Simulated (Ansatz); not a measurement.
Take Au in the fcc (Cu type) structure (space group Fm-3m, No. 225; a = 4.125 Å; relaxed with 0.1 eV smearing) as the base. Axes: x, y, z lie along the cube axes.

Computed with DFT with r2SCAN, PAW potentials and a 500 eV plane-wave cutoff in Ansatz (a first-principles code), no SOC.

Now apply this change: biaxial strain −0.83 %, plane normal [111], relaxed out of plane (Cartesian); in-plane vectors clamped, the third vector and the atoms free.

**Question.** What happens to the energy relative to the base?

**Answer.** The energy goes up by 0.8 meV/atom.

**Question.** Estimate the effect on the out-of-plane strain.

**Answer.** The out-of-plane strain is +1.32 %.

Stability against distortions was not tested.
